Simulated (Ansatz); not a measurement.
MgO, element substitutions

Consider MgO in the rock salt structure (space group Fm-3m, No. 225).

```
MgO
1.0
    0.00000     2.12722     2.12722
    2.12722     0.00000     2.12722
    2.12722     2.12722     0.00000
O Mg
1 1
Cartesian
  0.00000   0.00000   0.00000
  2.12722   2.12722   2.12722
```

Each row replaces one element on all its sites; cell and atoms are relaxed.

Level of theory: DFT with PBE, PAW potentials and a 420 eV plane-wave cutoff in Ansatz (a quantum-chemistry and plane-wave program), no spin-orbit coupling, earlier PAW set.

### Question
Only one of these has no band gap. Which?
A. O → F
B. Mg → Ca
C. Mg → Sr

### Answer
A, O → F. Computed: O → F: zero; Mg → Ca: 3.66 eV; Mg → Sr: 3.33 eV

No phonon test of stability was made. As relaxed here, MgF is a hypothetical phase, not in the database extracts checked. The final runs are not spin-polarised. An odd electron count without spin: MgF.
